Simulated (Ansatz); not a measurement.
**Zr₃N₄ (R-3m, No. 166, 7 atoms in the cell; start mp-754353; a measured phase of this formula has another space group)**

The numbers are results of PBE0 in Ansatz (PAW), not measurements.

Numerical settings: plane-wave cutoff 460 eV, 8×8×8 k mesh, Fermi–Dirac smearing 0.01 eV, scalar-relativistic PAW data made under PBE.

Cell (relaxed with PBEsol):

```
Zr3N4
1.0
    1.70820     0.98623     8.33529
   -1.70820     0.98623     8.33529
    0.00000    -1.97246     8.33529
Zr N
3 4
Cartesian
  0.00000   0.00000   5.55984
  0.00000   0.00000  19.44603
  0.00000   0.00000   0.00000
  0.00000   0.00000  15.54342
  0.00000   0.00000   9.46245
  0.00000   0.00000  21.69963
  0.00000   0.00000   3.30623
```

- band gap: 2.55 eV (on the SCF k mesh)
- smallest direct gap on the k points sampled: 2.66 eV

Note: cell and atoms aren't relaxed at this level (pressure 1.6 GPa).

Spin–orbit coupling is not included.

Computed values are for the static lattice.

The result took very roughly 20 core-minutes.

A start named mp-… is a Materials Project structure, which need not be a measured phase.

Ansatz is an electronic-structure program.
